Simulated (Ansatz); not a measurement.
How far a parabola holds: energy against volume of rock-salt LaSe

Results of LDA in Ansatz (PAW) for rock-salt LaSe. Numerical settings: plane-wave cutoff 520 eV, 16×16×16 k mesh, Fermi–Dirac smearing 0.05 eV, scalar-relativistic PAW data made under PBE. The cell has no free parameter but its volume, all volumes share cutoff and mesh, and the runs aren't spin-polarised. Energies are free energies at the run's smearing, counted from the lowest row; static lattice.

```
V (Å³/atom)  E (meV/atom)
-----------  ------------
25.081                  ?
25.614              11.82
26.148               2.85
26.682               0.00
27.215               2.64
27.749              10.18
```

Fit E of the 5 rows that show it with a parabola. With u = V - 26.7, the rows have u = -1.0860, -0.5520, -0.0180, 0.5150, 1.0490. Least squares gives E = -0.010 - 0.2968·u + 9.6539·u². Residuals (row less fit): 0.122, -0.245, 0.002, 0.242, -0.122; standard error 0.273 (degrees of freedom: 2). The fitted curve has its minimum at V = 26.7, where E = -0.01. Its curvature is d²E/dV² = 2 × 9.6539 meV/Å⁶, so B = V0·d²E/dV² × 0.1602 = 82.6 GPa.

**Question.** Predict the withheld E at V = 25.081 from the fit, and compare with the calculation.

**Answer.** u = -1.6190, so E = -0.010 - 0.2968 × (-1.6190) + 9.6539 × (-1.6190)² = 25.775 meV/atom. The calculation gives 27.64 meV/atom, 1.865 meV/atom above the prediction (6.7 % of the range of E in the table). The row lies outside the fitted rows, so this is an extrapolation. From the scatter of the fitted rows alone, a prediction at this place has a standard error of 0.645 meV/atom, so the miss is 2.9 times that.

The residuals are curvature that a parabola lacks, not noise. A solid that stiffens under compression and softens on expansion lies above the parabola at the compressed end and under it at the expanded end, as this row does. A third-order Birch-Murnaghan fit to the whole scan has B0 = 82.2 GPa. Only scans are tabulated whose curvature falls smoothly with volume, and where the parabola meets the shown rows within 5 % of their range and misses the end by 0.1 meV or more.

Spin–orbit coupling is not included.

Ansatz is a quantum-chemistry and plane-wave program.
